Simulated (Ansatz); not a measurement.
We consider CaGe₂ (P-3m1, No. 164, 3 atoms in the cell; start mp-1009654), described by PBEsol (Ansatz, a first-principles code, plane waves, PAW).

Run with plane-wave cutoff 520 eV, 18×18×12 k mesh (along the axes of the cell as run), Fermi–Dirac smearing 0.05 eV, scalar-relativistic PAW data made under PBE.

Cell (relaxed at this level):

```xyz
3
Lattice="4.0052 0.0000 0.0000 -2.0026 3.4686 0.0000 0.0000 0.0000 4.8549" Properties=species:S:1:pos:R:3 pbc="T T T"
Ca     0.0000     0.0000     0.0000
Ge     2.0026     1.1562     2.9421
Ge     0.0000     2.3124     1.9128
```

Predict the bulk modulus B0.


bulk modulus B0: 52.5 GPa

The run finds no gap.

Note: the bulk modulus is −V dP/dV from two relaxed cells at ±2 % in volume; the relaxation could not lower the start's symmetry, so the cell can be a saddle point above a distorted one.

Computed values are for the static lattice.

Computing time: about 110 core-seconds (a rough figure).

A start named mp-… is a Materials Project structure, which need not be a measured phase.
